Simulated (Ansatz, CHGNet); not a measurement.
For SnTe (model structure, started from the wurtzite type, P6₃mc, No. 186, 4 atoms in the cell), the machine-learned potential CHGNet-r²SCAN (trained on r²SCAN data) gives:

| Item | Result |
|---|---|
| equilibrium lattice constant a | 5.151 Å |
| c axis length | 7.008 Å |

Problem. What does r²SCAN in Ansatz (plane waves, PAW) give for the same quantities?

Solution. 
- lattice constant a: 5.396 Å (increases by 4.8 %)
- lattice parameter c: 6.484 Å (shrinks by 7.5 %)

Changes are worked out from the printed values.

Unless a cell is named, each level is at its own relaxed cell (CHGNet-r²SCAN 40.26, r²SCAN 40.88 Å³/atom).

Caveats: the cell has another shape than the first-principles one, perhaps another minimum in the same group (CHGNet-r²SCAN). Ansatz's density-functional and Hartree–Fock values are scalar-relativistic unless marked +SOC, with PAW data made under PBE.

A model structure was made by putting elements into a prototype or built by hand; it is no filed structure, need not be a known phase, and can be a saddle point held by its symmetry.

Ansatz is a quantum-chemistry and plane-wave program.
